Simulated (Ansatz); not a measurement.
# In2Se3 (within 0.1 Å of P-3m1, No. 164; cell taken from a computed entry)

Computed with PBE0 (PAW; Ansatz, a program for electronic structure).

Numerical settings: plane-wave cutoff 460 eV, 6×6×4 k mesh (along the axes of the cell as run), Fermi–Dirac smearing 0.01 eV, scalar-relativistic PAW data made under PBE.

Cell (relaxed with PBEsol):

```xyz
5
Lattice="3.9472 0.0009 -0.0025 1.9728 3.4189 -0.0050 0.0102 0.0172 9.5421" Properties=species:S:1:pos:R:3 pbc="T T T"
In     1.9826     1.1553     7.6927
In     3.9477     2.2817     1.8420
Se     0.0000     0.0000     0.0000
Se     1.9752     1.1433     3.1840
Se     3.9551     2.2938     6.3506
```

```yaml
band_gap: 1.24 eV (on the SCF k mesh)
smallest_direct_gap_on_the_k_points_sampled: 1.79 eV
"Γ–Γ gap": 2.47 eV
```

Note: cell and atoms aren't relaxed at this level (largest force component 0.21 eV/Å, pressure 0.7 GPa); the cell has widely spaced layers and the level no dispersion term, so their spacing and the moduli can rest on weak binding.

Spin–orbit coupling is not included.

Static lattice: no zero-point or thermal effects.
